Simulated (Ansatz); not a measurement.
Given:

End structure of a constructed model of the (110) surface of bcc Mo, a layer of Cu in place of the third plane (bottom of the slab: a bare face, its two planes held):

```xyz
6
Lattice="2.7373 0.0000 0.0000 -0.9124 2.5808 0.0000 0.0000 0.0000 27.0000" Properties=species:S:1:pos:R:3 pbc="T T T"
Mo     0.9124     1.2904     8.0444
Mo     0.0000     0.0000    10.2794
Mo     0.9124     1.2904    12.4697
Cu     0.0000     0.0000    14.5859
Mo     0.9124     1.2904    16.7172
Mo     0.0000     0.0000    18.7973
```

Set-up: 6 atoms, 10.9 Å thick at the start with caps and adatoms (thin: gaps and levels are the slab's own); mesh 14x14x1; 0.1 eV smearing; dipole correction on; 2 atoms held, the rest relaxed; start symmetry kept, larger cells not searched; no spin, no spin-orbit, no U. In PBE it is, or lies within 0.01 eV a 1x1 cell of, the lowest of the 2 structures of its composition computed so far; subsurface sites and larger cells were not tried.

### Question
What work function of the top face does PBE run with Ansatz (a program for electronic structure) give?

### Answer
4.42 eV
